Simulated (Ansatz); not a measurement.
Base system: GaSb in the zinc blende structure (space group F-43m, No. 216; a = 6.049 Å). Axes: x, y, z lie along the cube axes.

Calculations: Kohn–Sham DFT with the LDA functional, run in Ansatz (a program for electronic structure) with PAW and 420 eV plane waves, no SOC.

It is then changed as follows: tensile biaxial strain of 2.50 % in the plane normal to [001], as in epitaxy on a mismatched substrate; the out-of-plane cell vector and the atoms relax.

### Question
Estimate the effect on the energy relative to the base and ratio −ε⊥/ε∥.

### Answer
The energy increases by 9.1 meV/atom; the ratio −ε⊥/ε∥ is 0.94.

No phonon test of stability was made.
